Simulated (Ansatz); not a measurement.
An Ansatz (a first-principles code) run: SiO2; DFT with PBEsol, PAW potentials and a 420 eV plane-wave cutoff in Ansatz, no spin-orbit coupling.

Input:

Ansatz 0.2 input:
```yaml
crystal:
  lattice:
    - [5.0614264126, 0, 0]
    - [-2.5307132063, 4.3833238527, 0]
    - [0, 0, 8.5952251221]
  atoms:
    - { symbol: Si, position: [0.6666666667, 0.3333333333, 0.9371586068] }
    - { symbol: Si, position: [0.3333333333, 0.6666666667, 0.4371586068] }
    - { symbol: Si, position: [0.6666666667, 0.3333333333, 0.5628413932] }
    - { symbol: Si, position: [0.3333333333, 0.6666666667, 0.0628413932] }
    - { symbol: O, position: [0, 0.4138324344, 0] }
    - { symbol: O, position: [0.5861675656, 0, 0.5] }
    - { symbol: O, position: [0.5861675656, 0.5861675656, 0] }
    - { symbol: O, position: [0, 0.5861675656, 0.5] }
    - { symbol: O, position: [0.4138324344, 0, 0] }
    - { symbol: O, position: [0.4138324344, 0.4138324344, 0.5] }
    - { symbol: O, position: [0.6666666667, 0.3333333333, 0.75] }
    - { symbol: O, position: [0.3333333333, 0.6666666667, 0.25] }
basis: { ecutwfc: 420, ecutrho_ratio: 4, xc_grid: 2, fft_grid_basis: typed }
kpoints: { mp_grid: { grid: [6, 6, 3] } }
hamiltonian:
  xc: pbesol
  dispersion: none
  pseudopotentials: { kind: paw }
scf: { occupations: { method: fermi_dirac, width: 0.05 }, convergence: { dr2_threshold: 0.0000000012 } }
output: { forces: true, stress: true }
```

Output:

```
WARN ansatz: RAYON_NUM_THREADS=4 ignored (pool sized by the plan → 4); use --threads N
Pseudopotentials: kind: paw
Pseudopotential: Si, paw, valence charge 4
Pseudopotential: O, paw, valence charge 6
Functional definition: PBEsol
Crystal: 12 atoms, lattice volume = 190.693 Å³
Basis set: ecut = 420 eV, 3791 PW (Γ), exchange–correlation on 72×72×120 points (8 copies of the dense FFT grid, shifted against one another)
Bands: 44, of which v1, the nominal top of the filled ones, is band 32 counted from 1 (31 counted from 0)
Symmetry: 12 space group operations
Space group: P6322 (ITA 182), of the structure as read, at distance tolerance 5.8e-5 Å
k-points: 14 of 108 (time reversal used)
PAW frozen core: Si, regenerated for the run's functional, and the local potential with it
PAW frozen core: O, regenerated for the run's functional, and the local potential with it
Initial density: superposition of atomic densities (neutral atoms: chi_scale 0, normalization atom), corrected by the library's trained network
Initial wavefunctions: pseudopotential atomic-orbital guess
Eigensolver: davidson
Functional: x = pbesol(κ = 0.804, μ = 0.12345679012345678), c = pbesol(β = 0.046)
SCF iter   1: F=—  HF=-6986.466490 eV  |F-HF|=—  |Δ(HF+E_count)|=         —  Δρ=1.06e-2  dr2=1.59e-1  ethr=1.77e-3  ⟨swp⟩=7.0  Hψ=3245  notcnv=0  defer=23
all-band conjugate gradients solve this SCF's bands
preconditioner: auto → Resta (q_TF=auto, 2.274 Å⁻¹)
SCF iter   2: F=—  HF=-6986.422748 eV  |F-HF|=—  |Δ(HF+E_count)|=   4.37e-2  Δρ=1.50e-3  dr2=1.38e-3  ethr=2.48e-4  ⟨swp⟩=2.8  Hψ=1198  notcnv=0  defer=61
SCF iter   3: F=—  HF=-6986.423120 eV  |F-HF|=—  |Δ(HF+E_count)|=   3.73e-4  Δρ=5.51e-4  dr2=2.54e-4  ethr=2.15e-6  ⟨swp⟩=2.0  Hψ=897  notcnv=0  defer=61
SCF iter   4: F=—  HF=-6986.423429 eV  |F-HF|=—  |Δ(HF+E_count)|=   3.08e-4  Δρ=6.29e-5  dr2=8.50e-6  ethr=3.97e-7  ⟨swp⟩=3.0  Hψ=1044  notcnv=0  defer=61
SCF iter   5: F=—  HF=-6986.423078 eV  |F-HF|=—  |Δ(HF+E_count)|=   3.51e-4  Δρ=1.16e-5  dr2=2.95e-7  ethr=1.33e-8  ⟨swp⟩=2.0  Hψ=880  notcnv=0  defer=61
SCF iter   6: F=—  HF=-6986.422977 eV  |F-HF|=—  |Δ(HF+E_count)|=   1.01e-4  Δρ=1.08e-5  dr2=1.73e-7  ethr=4.61e-10  ⟨swp⟩=2.0  Hψ=1003  notcnv=0  defer=61
SCF iter   7: F=—  HF=-6986.422977 eV  |F-HF|=—  |Δ(HF+E_count)|=   1.10e-8  Δρ=3.37e-6  dr2=1.95e-8  ethr=2.70e-10  ⟨swp⟩=2.0  Hψ=941  notcnv=0  defer=61
SCF iter   8: F=-6986.422977 eV  HF=-6986.422977 eV  |F-HF|=2.89e-10  |Δ(HF+E_count)|=   1.22e-8  Δρ=5.61e-7  dr2=5.74e-10  ethr=1.87e-12  ⟨swp⟩=3.2  Hψ=2481  notcnv=0
SCF 1 converged in 8 iterations: F = -6986.422977 eV  dr2 = 5.74e-10
SCF converged after 8 iterations
Free energy (F): -6986.422977 eV
Harris-Foulkes:  -6986.422977 eV  (|F-HF|=2.89e-10)
Internal energy: -6986.422977 eV  (E = F + TS)
E sigma→0 (E₀):  -6986.422977 eV
Fermi energy:    3.374826 eV
--- Per-component energies (eV) ---
  E_band       = -410.037083
  E_kinetic    = 1604.055760
  E_local      = -4930.303973  (includes V_loc(G=0)·N_el)
  E_nonlocal   = 483.921466
  E_hartree    = 1839.613277
  E_xc         = -805.300943
  E_vxc        = -940.103008  (∫ρ·V_xc dr)
  E_paw        = -3224.270017  (= ΣΔE_a)
  E_vpaw       = -306.855773  (= ΣTr[D̂ρ^β])
  E_aug_tail   = 0.020831  (compensation charges beyond the density's cutoff)
  E_ewald      = -1954.567923
  E_core_change = 0.408546  (= ΣΔE_core)
  E_smearing   = -0.000000  (= −TS)
  E_closure    = 0.000000  (closes the sum)
  Σ components = -6986.422977   (vs F -6986.422977, Δ=0.00e0)
  [band-id]    e_kinetic+e_local+e_nonlocal+2·e_hartree+e_vxc+e_vpaw+e_augmentation_tail = -410.038142   (vs E_band -410.037083, Δ=-1.06e-3)
--- Forces (eV/Å), atoms counted from 1 ---
  atom   1  Si     0.00000000     0.00000000    -0.00150564
  atom   2  Si    -0.00000000    -0.00000000    -0.00150564
  atom   3  Si    -0.00000000     0.00000000     0.00150564
  atom   4  Si    -0.00000000    -0.00000000     0.00150564
  atom   5  O      0.00023969    -0.00041516     0.00000000
  atom   6  O      0.00047939     0.00000000    -0.00000000
  atom   7  O      0.00023969     0.00041516    -0.00000000
  atom   8  O     -0.00023969     0.00041516     0.00000000
  atom   9  O     -0.00047939     0.00000000     0.00000000
  atom  10  O     -0.00023969    -0.00041516    -0.00000000
  atom  11  O     -0.00000000     0.00000000     0.00000000
  atom  12  O     -0.00000000    -0.00000000     0.00000000
  max |Σ_I F_I| component: 4.63e-17 eV/Å
--- Stress (GPa, compression-positive) ---
        0.001979      -0.000000       0.000000
        0.000000       0.001979       0.000000
       -0.000000       0.000000      -0.007718
  P = ⅓ Tr σ = -0.0013 GPa (-0.013 kbar)
  The stress holds the Pulay correction. Without it, at fixed plane waves, as pw.x and ABINIT print it: P = -0.5222 GPa
  The stress includes an estimate of the error left by incomplete SCF convergence (largest component 0.0003 GPa).
--- Band table ---
  band table: none
```

Whether these cells are dynamically stable was not tested. The cell is SiO2 (space group P6_322, No. 182; a cell from a computed database, its experimental status unchecked).
